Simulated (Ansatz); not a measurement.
Base system: ScAl$_{3}$ in the Cu3Au type structure (space group Pm-3m, No. 221; a = 4.0327 Å; relaxed with 0.1 eV smearing). Axes: x, y, z lie along the cube axes.

Level of theory: LDA/PAW in Ansatz (a program for electronic structure), spin-orbit coupling left out.

Before the change:

```
Quantity                        Result
-----------------------------  -------
Shortest interatomic distance  2.852 Å
```

One thing is altered: uniaxial strain ε_zz = −0.60 %, all other strain components held at zero; the atoms relax in the strained cell.

Q: How does this affect the stress?

A: The stress (xx, yy, zz, yz, xz, xy; compression positive) is (0.3, 0.3, 1.2, 0.0, 0.0, 0.0) GPa.

Q: How does this affect the energy relative to the base?

A: The energy goes up by 0.4 meV/atom.

Q: What happens to the shortest interatomic distance?

A: The shortest interatomic distance shrinks by 0.009 Å (2.852 Å → 2.843 Å).

Stability against distortions was not tested. The final runs are not spin-polarised.
